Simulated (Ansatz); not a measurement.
Band structure of BaNiF6 (R-3m, 8 atoms in the cell).

```yaml
crystal:
  lattice:
    - [3.58404, 2.06925, 2.27840]
    - [-3.58404, 2.06925, 2.27840]
    - [0.00000, -4.13850, 2.27840]
  atoms:
    - { symbol: Ba, position: [0.50000, 0.50000, 0.50000] }
    - { symbol: Ni, position: [0.00000, 0.00000, 0.00000] }
    - { symbol: F, position: [0.73484, 0.73484, 0.07365] }
    - { symbol: F, position: [0.26516, 0.26516, 0.92635] }
    - { symbol: F, position: [0.07365, 0.73484, 0.73484] }
    - { symbol: F, position: [0.92635, 0.26516, 0.26516] }
    - { symbol: F, position: [0.73484, 0.07365, 0.73484] }
    - { symbol: F, position: [0.26516, 0.92635, 0.26516] }
```

Method: LDA (PW92), PAW files made with PBE (plane waves; Ansatz, a program for electronic structure).

Settings: basis.ecutwfc = 420 eV; kpoints.mp_grid.grid = 4 4 4; hamiltonian.xc = lda; hamiltonian.pseudopotentials = {kind: paw} (an earlier, softer set of the program's PAW files); scf.occupations.method = fermi_dirac; scf.occupations.width = 0.05 eV; kpoints.band_path.npoints = 8.

The starting cell comes from a database of computed structures (which also holds hypothetical and non-ambient phases and stackings), without a prior relaxation at this level. Its lattice was rescaled by a random factor within 2.5 % of one.

**Question.** Predict the gap along the standard path and the places of the band edges.

**Answer.** The gap along the path is 1.49 eV, from F to Γ; the smallest direct gap on it is 1.52 eV. Another conduction valley lies within 0.1 eV, so the order of the valleys is not sure.

Levels in eV from the top of the valence band on the path, bands 32 to 39:
```json
[
 {"point": "Γ", "32": "-0.51", "33": "-0.48", "34": "-0.48", "35": "-0.44", "36": "1.49", "37": "1.49", "38": "7.95", "39": "9.60"},
 {"point": "P", "32": "-0.92", "33": "-0.40", "34": "-0.16", "35": "-0.16", "36": "1.71", "37": "1.71", "38": "8.83", "39": "8.83"},
 {"point": "Z", "32": "-0.95", "33": "-0.35", "34": "-0.15", "35": "-0.15", "36": "1.67", "37": "1.67", "38": "8.79", "39": "8.79"},
 {"point": "Q", "32": "-0.84", "33": "-0.50", "34": "-0.19", "35": "-0.19", "36": "1.82", "37": "1.82", "38": "8.95", "39": "8.95"},
 {"point": "F", "32": "-1.11", "33": "-0.67", "34": "-0.43", "35": "0.00", "36": "1.52", "37": "1.92", "38": "8.67", "39": "9.01"},
 {"point": "P1", "32": "-0.92", "33": "-0.40", "34": "-0.16", "35": "-0.16", "36": "1.71", "37": "1.71", "38": "8.83", "39": "8.83"},
 {"point": "Q1", "32": "-0.84", "33": "-0.50", "34": "-0.19", "35": "-0.19", "36": "1.82", "37": "1.82", "38": "8.95", "39": "8.95"},
 {"point": "L", "32": "-0.91", "33": "-0.38", "34": "-0.27", "35": "-0.11", "36": "1.76", "37": "1.95", "38": "8.84", "39": "9.27"}
]
```

Keys are those of Ansatz 0.2.
